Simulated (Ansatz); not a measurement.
The reference is InP in the zinc blende structure (space group F-43m, No. 216).

```yaml
crystal:
  lattice:
    - [0.00000, 2.93939, 2.93939]
    - [2.93939, 0.00000, 2.93939]
    - [2.93939, 2.93939, 0.00000]
  atoms:
    - { symbol: P, position: [0.75000, 0.75000, 0.75000] }
    - { symbol: In, position: [0.00000, 0.00000, 0.00000] }
```

Cartesian axes are those of the cell as printed.

The values are results of Ansatz (an electronic-structure program) PBEsol, no SOC, earlier PAW set, not measurements.

Strains are applied to the cell and any free atomic positions relax; under stress the whole cell relaxes.

One change was made to it. Results:

The shortest interatomic distance increases by 0.39 pm, from 254.6 pm to 254.9 pm; the electron mass becomes 0.044 mₑ (at Γ) (base: 0.045 mₑ (at Γ)); the band gap shrinks by 0.032 eV (0.57 eV → 0.53 eV); the gap character stays direct at Γ.

Name the change that was made.
A. isotropic strain −5.28 %
B. uniaxial strain ε_zz = +0.46 %
C. uniaxial stress, 3 GPa tension along z
D. uniaxial strain ε_zz = +3.12 %

B, uniaxial strain ε_zz = +0.46 %. For comparison, the band gap in the other runs: uniaxial stress, 3 GPa tension along z gives 0.36 eV; isotropic strain −5.28 % gives 1.33 eV; uniaxial strain ε_zz = +3.12 % gives 0.35 eV.

Masses are band curvatures over ±0.01 Å⁻¹ around the edge. Stability under load was not tested beyond the relaxation. Labels are those of the standard path for the cell's own space group.
